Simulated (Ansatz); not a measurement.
Take Mo in the bcc (W type) structure (space group Im-3m, No. 229; a = 3.1115 Å; relaxed with 0.1 eV smearing) as the base.

All numbers come from LDA/PAW in Ansatz (a program for electronic structure), no spin-orbit coupling.

Strains are applied to the cell and any free atomic positions relax.

One change was made to it. Results:

The pressure goes from zero to 9.4 GPa; the energy grows by 13 meV/atom.

**Question.** Which change produced these results?
A) isotropic strain +2.00 %
B) isotropic strain −1.00 %
C) isotropic strain −3.00 %

**Answer.** B, isotropic strain −1.00 %. For comparison, the energy relative to the base in the other runs: isotropic strain −3.00 % gives +122 meV/atom; isotropic strain +2.00 % gives +46 meV/atom.

Whether these cells are dynamically stable was not tested. The final runs are not spin-polarised.
